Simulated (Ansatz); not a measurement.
Where the default PAW files enter, the runs use the earlier of Ansatz's two default sets.

```
CELL_PARAMETERS angstrom
      3.20750     0.00000     0.00000
      0.00000     4.76482     0.00000
      0.00000     0.00000     4.76482
ATOMIC_POSITIONS crystal
  Sn 0.50000 0.50000 0.50000
  Sn 0.00000 0.00000 0.00000
  O  0.50000 0.80597 0.19403
  O  0.50000 0.19403 0.80597
  O  0.00000 0.69403 0.69403
  O  0.00000 0.30597 0.30597
```

Space group of this cell: P4_2/mnm, rutile. The cell is taken as given; by r2SCAN its mean pressure is -1.1 GPa.

Transport runs along the normal of the first two printed cell vectors, the (100) plane of the conventional cell.

The gap is the functional's own. No spin-orbit coupling. Mid-gap values are those at the computed energy nearest the middle.

Task: Estimate the band gap and the smallest decay constant κ at mid-gap that r2SCAN (Ansatz, an electronic-structure program) returns for this system.

Result: Gap 1.73 eV on a 10×6×6 mesh; κ = 0.190 1/Å, at the zone centre.
